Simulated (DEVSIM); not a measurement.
Structure: Pt/La2O3/SiO2/p-Si capacitor, at 300 K.

| layer (left to right) | material | thickness (nm) | Na (cm⁻³) |
|---|---|---|---|
| 1 | La2O3 | 3.00 | - |
| 2 | SiO2 | 0.960 | - |
| 3 | Si | 2000 | 7.9e16 |

Metal gate on the left, work function 5.6 eV. Fixed charge at the semiconductor interface -7.3e11 cm⁻² (in units of +e); interface traps 1e11 cm⁻² eV⁻¹, uniform in energy, neutral level at 0.3 of the gap above the valence band.

This is a model device: material constants are rounded textbook-type values typed into the input, and sizes, dopings and lifetimes were drawn at random. Values at 300 K.

```
parameter      La2O3  SiO2       Si
-------------  -----  ----  -------
gap (eV)         5.8     9    1.124
affinity (eV)    1.8   0.9     4.05
permittivity      27   3.9     11.7
Nc (cm⁻³)          -     -  2.86e19
Nv (cm⁻³)          -     -   3.1e19
```

DEVSIM, 1D Poisson equation in equilibrium, Boltzmann statistics, complete ionisation; no quantum confinement or tunnelling. Metal contacts follow the ideal Schottky-Mott rule: no Fermi-level pinning, no interface dipoles.

Task: Give the band bending (positive: bands bend down) and minority sheet density.

Result: 
```tsv
Vg (V)	ψs (V)	minority carriers (cm⁻²)
0.3	-0.147	< 1e8
0.6	-0.020	< 1e8
0.9	0.241	< 1e8
1.2	0.524	< 1e8
1.5	0.809	1.1e10
1.8	0.967	2.1e12
```
